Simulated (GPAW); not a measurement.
Band structure of GaAu (Pnma, 8 atoms in the cell).

```
GaAu
1.0
    6.31989     0.00000     0.00000
    0.00000     3.67838     0.00000
    0.00000     0.00000     6.32138
Ga Au
4 4
Direct
  0.67939   0.25000   0.07584
  0.32061   0.75000   0.92416
  0.82061   0.75000   0.57584
  0.17939   0.25000   0.42416
  0.50487   0.25000   0.68765
  0.49513   0.75000   0.31235
  0.99513   0.75000   0.18765
  0.00487   0.25000   0.81235
```

Computed with PBEsol, GPAW PAW datasets PBEsol (made by gpaw-setup) (plane waves; GPAW).

Settings: mode = pw; ecut = 550 eV; xc = PBEsol; kpts = 3 5 3; mesh shift (steps) = 0 0 0; occupations.name = methfessel-paxton; occupations.width = 0.1 eV; occupations.order = 0; nbands = -12; convergence.forces = 0.001 eV/Å; symmetry.symmorphic = false; symmetry.tolerance = 0.0005; maxiter = 150; bandpath_npoints = 40.

The starting cell comes from a database of computed structures (which also holds hypothetical and non-ambient phases and stackings), without a prior relaxation at this level. Its lattice was rescaled by a random factor within 2.5 % of one. Spin-orbit coupling is off.

Levels in eV from the Fermi level, bands 25 to 32:
| point | 25 | 26 | 27 | 28 | 29 | 30 | 31 | 32 |
|---|---|---|---|---|---|---|---|---|
| Γ | -2.87 | -1.91 | -0.83 | -0.58 | 0.70 | 0.96 | 4.41 | 5.06 |
| X | -2.01 | -2.01 | -1.64 | -1.64 | -0.67 | -0.67 | 2.02 | 2.02 |
| S | -1.56 | -1.56 | -1.56 | -1.56 | 0.58 | 0.58 | 0.58 | 0.58 |
| Y | -3.47 | -3.47 | 0.00 | 0.00 | 2.71 | 2.71 | 3.14 | 3.14 |
| Z | -2.76 | -2.76 | 0.01 | 0.01 | 2.71 | 2.71 | 3.30 | 3.30 |
| U | -1.79 | -1.79 | -1.67 | -1.67 | -0.55 | -0.55 | 1.05 | 1.05 |
| R | -3.12 | -3.12 | -3.12 | -3.12 | 3.14 | 3.14 | 3.14 | 3.14 |
| T | -0.46 | -0.46 | 0.59 | 0.59 | 2.06 | 2.06 | 2.63 | 2.63 |

Bands cross the Fermi level along this path, so the cell is metallic at this level.
